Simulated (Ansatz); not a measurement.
The reference is Rb in the bcc (W type) structure (space group Im-3m, No. 229; a = 5.571 Å; relaxed with 0.1 eV smearing). Axes: x, y, z lie along the cube axes.

Computed with Ansatz (a first-principles code), PBEsol, PAW, cutoff 420 eV, without spin-orbit coupling.

Modification: the cell is stretched by 2.00 % along z with no lateral relaxation, atoms relaxed at fixed cell.

Question: What happens to the stress and energy relative to the base?

Answer: The stress (xx, yy, zz, yz, xz, xy; compression positive) is (-0.1, -0.1, -0.1, 0.0, 0.0, 0.0) GPa; the energy rises by 0.3 meV/atom.

The cells carry an imposed strain or load. Whether these cells are dynamically stable was not tested. The final runs are not spin-polarised.
